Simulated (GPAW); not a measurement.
GPAW run on YPd3 (P1, 4 atoms in the cell): self-consistent single point.

Method of the run: PBEsol, GPAW PAW datasets PBEsol (made by gpaw-setup) (plane waves; GPAW).

The change in words: atoms moved at random. Reference geometry:
```
YPd3
1.0
    4.09992     0.00000     0.00000
    0.00000     4.09992     0.00000
    0.00000     0.00000     4.09992
Y Pd
1 3
Direct
  0.00000   0.00000   0.00000
  0.50000   0.50000   0.00000
  0.00000   0.50000   0.50000
  0.50000   0.00000   0.50000
```

Reference input (self-consistent single point, DFT PBEsol, plane waves, GPAW PAW datasets PBEsol (made by gpaw-setup)): mode = pw; ecut = 600 eV; xc = PBEsol; kpts = 7 7 7; mesh shift (steps) = 0 0 0; occupations.name = methfessel-paxton; occupations.width = 0.272 eV; occupations.order = 0; nbands = -12; symmetry.symmorphic = false; symmetry.tolerance = 0.0005; maxiter = 100. This run's input differs from it in these lines:

```diff
@@ -8,6 +8,6 @@
                     [0.000000, 0.000000, 4.099920]],
-              scaled_positions=[[0.000000, 0.000000, 0.000000],
-                                [0.500000, 0.500000, 0.000000],
-                                [0.000000, 0.500000, 0.500000],
-                                [0.500000, 0.000000, 0.500000]],
+              scaled_positions=[[-0.008307, -0.003148, 0.008179],
+                                [0.491219, 0.506544, -0.004025],
+                                [0.010745, 0.496476, 0.498579],
+                                [0.506342, 0.000128, 0.497268]],
               pbc=True)
```

Output (repeated stretches shortened):

```
     iter     time        total  log10-change:
                         energy   eigst   dens
iter:   1 --:--:--   -30.297263
iter:   2 --:--:--   -26.706712   -1.21  -1.03
iter:   3 --:--:--   -22.614195   -0.62  -1.13
iter:   4 --:--:--   -22.558275   -1.84  -1.67
iter:   5 --:--:--   -22.316635   -1.91  -1.76
iter:   6 --:--:--   -22.313275   -2.69  -2.21
iter:   7 --:--:--   -22.288262c  -2.80  -2.36
iter:   8 --:--:--   -22.288459c  -3.67  -3.06
iter:   9 --:--:--   -22.288446c  -4.17  -3.33
iter:  10 --:--:--   -22.288330c  -4.69  -3.33
iter:  11 --:--:--   -22.288331c  -5.20  -3.30
   [... 2 lines left out ...]
iter:  14 --:--:--   -22.288399c  -5.49  -3.81
iter:  15 --:--:--   -22.288463c  -5.63  -3.88
iter:  16 --:--:--   -22.288548c  -5.76  -3.87
iter:  17 --:--:--   -22.288543c  -6.85  -3.95
iter:  18 --:--:--   -22.288515c  -6.93  -4.02c
iter:  19 --:--:--   -22.288367c  -6.05  -4.06c
iter:  20 --:--:--   -22.288358c  -7.24  -4.17c
iter:  21 --:--:--   -22.288349c  -6.94  -4.20c
iter:  22 --:--:--   -22.288339c  -7.41c -4.41c
Converged after 22 iterations.

Dipole moment: (-0.179265, 0.316500, -0.458561) |e|*Ang

Energy contributions relative to reference atoms: (reference = -503519.239279)

Kinetic:        -14.454605
Potential:       +0.532731
External:        +0.000000
XC:              -7.629101
Entropy (-ST):   -0.054902
Local:           -0.709913
SIC:             +0.000000
--------------------------
Free energy:    -22.315791
Extrapolated:   -22.288339

Showing only first 2 kpts
 Kpt  Band  Eigenvalues  Occupancy
  0    27      8.89922    1.45008
  0    28      8.90076    1.44475
  0    29     12.23395    0.00000
  0    30     12.37943    0.00000

  1    27      8.53658    1.98699
  1    28      8.90005    1.44721
  1    29     10.96069    0.00000
  1    30     12.22636    0.00000

Fermi level: 9.01421

No gap
No difference between direct/indirect transitions
Energy (eV): -22.288339

Forces in eV/Ang:
  0 Y     0.17866    0.12056   -0.26495
  1 Pd    0.22249   -0.20632    0.03278
  2 Pd   -0.22327    0.05717    0.09758
  3 Pd   -0.17849    0.02815    0.13561

Stress tensor:
     0.023939    -0.000053     0.000252
    -0.000053     0.025261    -0.000086
     0.000252    -0.000086     0.023719
Stress (GPa, Voigt): [ 3.8355  4.0473  3.8001 -0.0137  0.0404 -0.0086]
```

The run converged in 22 iterations. GPAW prints stress with tension positive. Against the reference run the free energy goes up by 6.0 meV/atom, the pressure goes from -4.15 to -3.89 GPa and the largest force goes from 0.000 to 0.342 eV/Å.

The starting cell comes from a database of computed structures (which also holds hypothetical and non-ambient phases and stackings), without a prior relaxation at this level. For this run, on top of that: atoms moved at random. Spin polarisation is off. With a pressure of about -4 GPa the cell is away from its equilibrium volume at this level.

Cost on one core of a shared machine: roughly 7 min.
